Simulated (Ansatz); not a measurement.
# CH4 on the 1x1 (111) surface of fcc Pt, one in a 2x2 cell, started at the site 'bridge Pt-Pt (span 2.8 Å)'

The numbers are results of PBE with D3(BJ) dispersion (plane waves to 420 eV, PAW; Ansatz, an electronic-structure program), not measurements.

Set-up: 21 atoms, 6.9 Å thick at the start under the adsorbate (thin: gaps and levels are the slab's own); mesh 6x6x1; 0.1 eV smearing; dipole correction on; 8 atoms held, the rest relaxed; no symmetry held; no spin, no spin-orbit, no U. At the end no host atom lies within bonding distance. In D3-corrected PBE it is, or lies within 0.03 eV of, the lowest of the starts that converged.

```
Item                                                                                                                       Value
--------------------------------------------------------------------------------------  ----------------------------------------
adsorption energy against CH4(g)                                                                                        -0.25 eV
work function of the top face                                                                                            5.33 eV
change of the work function                                                                                             -0.33 eV
change of the step from the bottom to the top vacuum level, against the clean slab                                      -0.33 eV
energy released by relaxation                                                                                           0.086 eV
height of the binding atom over the mean of the host atoms within 0.3 Å of the top one                                   3.328 Å
nearest host atoms of the binding atom                                                  Pt at 3.61 Å, Pt at 3.62 Å, Pt at 4.12 Å
largest move of a host atom                                                                                               0.08 Å
cost                                                                                              around 11 core-minutes (rough)
```

A negative adsorption energy means that the adsorbate is more stable on the surface than in its reference.
